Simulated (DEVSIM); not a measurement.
Device: W/AlN/SiO2/n-Si capacitor, at 350 K.

Layer 1 from the left is AlN, thickness (nm) 5.70. Layer 2 from the left is SiO2, thickness (nm) 0.760. Layer 3 from the left is Si, thickness (nm) 1500, Nd (cm⁻³) 1.5e17.

Metal gate on the left, work function 4.6 eV. Fixed charge at the semiconductor interface -3e11 cm⁻² (in units of +e); no interface traps.

The device is made up for the run: typed textbook-type constants, with dimensions and the other settings drawn at random. Values at 300 K; Nc and Nv go as T^1.5, mobilities as T to minus their exponent, the gap by Varshni's rule with the affinity fixed.

AlN: gap (eV) 6.1, affinity (eV) 1.9, permittivity 8.5. SiO2: gap (eV) 9, affinity (eV) 0.9, permittivity 3.9. Si: gap (eV) 1.124, affinity (eV) 4.05, permittivity 11.7, Nc (cm⁻³) 2.86e19, Nv (cm⁻³) 3.1e19, Varshni α (eV/K) 0.000473, Varshni β (K) 636.

### Question
Estimate by hand the flat-band voltage, the threshold voltage, and compare with a numerical solution.

### Answer

- Flat-band voltage: C = 1.02 μF/cm², work-function difference 0.385 V; VFB = φms − qNf/C = 0.43 V; numerical 0.43 V.
- Threshold voltage: φF = 0.389 V, depletion charge √(4εqNφF) = 1.97e-7 C/cm²; VT = VFB − 2φF − Qd/C = -0.54 V; numerical -0.54 V.

Model (solved in DEVSIM): 1D Poisson equation in equilibrium, Boltzmann statistics, complete ionisation; no quantum confinement or tunnelling. Metal contacts follow the ideal Schottky-Mott rule: no Fermi-level pinning, no interface dipoles.
